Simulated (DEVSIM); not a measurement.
Structure: abrupt GaAs p-n junction, at 300 K.

```
layer (left to right)  material  thickness (μm)  Nd (cm⁻³)  Na (cm⁻³)  τn (s)  τp (s)
---------------------  --------  --------------  ---------  ---------  ------  ------
1                          GaAs           0.140          -       9e16   6e-10   6e-10
2                          GaAs             110     1.4e15          -   6e-10   6e-10
```

Left contact: ohmic. Right contact: ohmic. Voltage is applied to the left contact. Recombination: SRH at mid-gap, radiative. Mobility is μmin + (μ − μmin)/(1 + (N/Nref)^α).

Constants are typed, rounded textbook-type inputs, not results; the design itself was drawn at random and stands for no fabricated device. Values at 300 K.

| parameter | GaAs |
|---|---|
| gap (eV) | 1.424 |
| affinity (eV) | 4.07 |
| permittivity | 12.9 |
| Nc (cm⁻³) | 4.7e17 |
| Nv (cm⁻³) | 9e18 |
| μn (cm²/Vs) | 8500 |
| μp (cm²/Vs) | 400 |
| μn,min | 500 |
| μp,min | 20 |
| Nref,n | 6e16 |
| Nref,p | 1.5e17 |
| αn | 0.39 |
| αp | 0.38 |
| B (cm³/s) | 2e-10 |

DEVSIM, 1D drift-diffusion, Boltzmann statistics, complete ionisation; no tunnelling, impact ionisation, image-force lowering or self-heating.

The minority lifetime in layer 2 was swept, all else fixed.

```json
[
 {"minority lifetime in layer 2 (s)": "1.8e-11", "dark forward voltage at 100 A/cm² (V)": "1.759", "dark forward voltage at 1 A/cm² (V)": "0.893"},
 {"minority lifetime in layer 2 (s)": "6e-11", "dark forward voltage at 100 A/cm² (V)": "1.760", "dark forward voltage at 1 A/cm² (V)": "0.908"},
 {"minority lifetime in layer 2 (s)": "1.8e-10", "dark forward voltage at 100 A/cm² (V)": "1.762", "dark forward voltage at 1 A/cm² (V)": "___"},
 {"minority lifetime in layer 2 (s)": "6e-10", "dark forward voltage at 100 A/cm² (V)": "1.763", "dark forward voltage at 1 A/cm² (V)": "0.938"},
 {"minority lifetime in layer 2 (s)": "1.8e-9", "dark forward voltage at 100 A/cm² (V)": "1.763", "dark forward voltage at 1 A/cm² (V)": "0.948"},
 {"minority lifetime in layer 2 (s)": "6e-9", "dark forward voltage at 100 A/cm² (V)": "1.757", "dark forward voltage at 1 A/cm² (V)": "0.957"},
 {"minority lifetime in layer 2 (s)": "1.8e-8", "dark forward voltage at 100 A/cm² (V)": "1.742", "dark forward voltage at 1 A/cm² (V)": "0.962"}
]
```

Question: Some entries are withheld; supply them.

Answer: 
- 1.8e-10, dark forward voltage at 1 A/cm² (V): 0.923
